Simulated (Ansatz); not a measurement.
Worked example: self-consistent single point of Li3Ag (I4mm, 4 atoms in the cell) in Ansatz (a program for electronic structure).

Method of the run: PBEsol, default PAW files made with PBE (plane waves; Ansatz).

```
CELL_PARAMETERS angstrom
     -2.10280     2.10280     3.65758
      2.10280    -2.10280     3.65758
      2.10280     2.10280    -3.65758
ATOMIC_POSITIONS crystal
  Li 0.25000 0.75000 0.50000
  Li 0.75000 0.25000 0.50000
  Li 0.50684 0.50684 0.00000
  Ag 0.00000 0.00000 0.00000
```

Reference input (self-consistent single point, DFT, PBEsol, plane waves, default PAW files made with PBE): basis.ecutwfc = 420 eV; kpoints.mp_grid.grid = 11 11 11; hamiltonian.xc = pbesol; hamiltonian.pseudopotentials = {kind: paw} (the program's default PAW files); scf.occupations.method = gaussian; scf.occupations.width = 0.1 eV. This run's input differs from it in these lines:

Ansatz 0.2 input:
```diff
@@ -14,3 +14,3 @@
 kpoints:
-  mp_grid: { grid: [11, 11, 11] }
+  mp_grid: { grid: [7, 7, 7] }
 hamiltonian:
@@ -19,3 +19,3 @@
 scf:
-  occupations: { method: gaussian, width: 0.1 }
+  occupations: { method: gaussian, width: 0.3 }
 output:
```

Output (repeated stretches shortened):

```
SCF iter   1: F=—  HF=-8131.795464 eV  |F-HF|=—  |Δ(HF+E_count)|=         —  Δρ=4.32e-3  dr2=1.03e-2  ethr=1.77e-3  ⟨swp⟩=3.9  Hψ=2723  notcnv=0
all-band conjugate gradients solve this SCF's bands
preconditioner: auto → Kerker (q_TF=auto, 2.373 Å⁻¹)
SCF iter   2: F=—  HF=-8131.791750 eV  |F-HF|=—  |Δ(HF+E_count)|=   3.71e-3  Δρ=1.15e-3  dr2=4.05e-4  ethr=3.69e-5  ⟨swp⟩=2.3  Hψ=1454  notcnv=0
SCF iter   3: F=—  HF=-8131.791394 eV  |F-HF|=—  |Δ(HF+E_count)|=   3.57e-4  Δρ=5.08e-4  dr2=1.35e-4  ethr=1.44e-6  ⟨swp⟩=2.0  Hψ=910  notcnv=0
SCF iter   4: F=—  HF=-8131.791349 eV  |F-HF|=—  |Δ(HF+E_count)|=   4.41e-5  Δρ=1.56e-4  dr2=2.98e-5  ethr=4.84e-7  ⟨swp⟩=2.0  Hψ=893  notcnv=0
SCF iter   5: F=—  HF=-8131.791328 eV  |F-HF|=—  |Δ(HF+E_count)|=   2.15e-5  Δρ=3.62e-5  dr2=1.08e-6  ethr=1.06e-7  ⟨swp⟩=1.9  Hψ=791  notcnv=0
SCF iter   6: F=-8131.791328 eV  HF=-8131.791328 eV  |F-HF|=2.47e-8  |Δ(HF+E_count)|=   2.12e-7  Δρ=7.92e-6  dr2=5.87e-8  ethr=3.57e-10  ⟨swp⟩=3.4  Hψ=2912  notcnv=0
SCF 1 converged in 6 iterations: F = -8131.791328 eV  dr2 = 5.87e-8
Free energy (F): -8131.791328 eV
Internal energy: -8131.729676 eV  (E = F + TS)
E sigma→0 (E₀):  -8131.760502 eV
Entropy (-TS):   -0.061651 eV (-15.413 meV/atom)
Fermi energy:    5.857454 eV
--- Forces (eV/Å), atoms counted from 1 ---
  atom   1  Li    -0.00000000    -0.00000000     0.05931206
  atom   2  Li     0.00000000    -0.00000000     0.05931206
  atom   3  Li     0.00000000     0.00000000    -0.11076687
  atom   4  Ag     0.00000000     0.00000000    -0.00788151
--- Stress (GPa, compression-positive) ---
        0.036576       0.000000       0.000000
        0.000000       0.036576      -0.000000
        0.000000      -0.000000       0.018638
  P = ⅓ Tr σ = 0.0306 GPa (0.306 kbar)
  The stress holds the Pulay correction. Without it, at fixed plane waves, as pw.x and ABINIT print it: P = 0.0158 GPa
```

The run converged in 6 iterations. Against the reference run the free energy falls by 8.1 meV/atom, the pressure moves little (0.01 to 0.03 GPa) and the largest force moves little (0.110 to 0.111 eV/Å).

The starting cell comes from a database of computed structures (which also holds hypothetical and non-ambient phases and stackings), without a prior relaxation at this level. Its lattice was rescaled by up to half a per cent. One atom was moved a little off its site on purpose. Ansatz's pressure includes its estimate of the finite-basis (Pulay) stress.
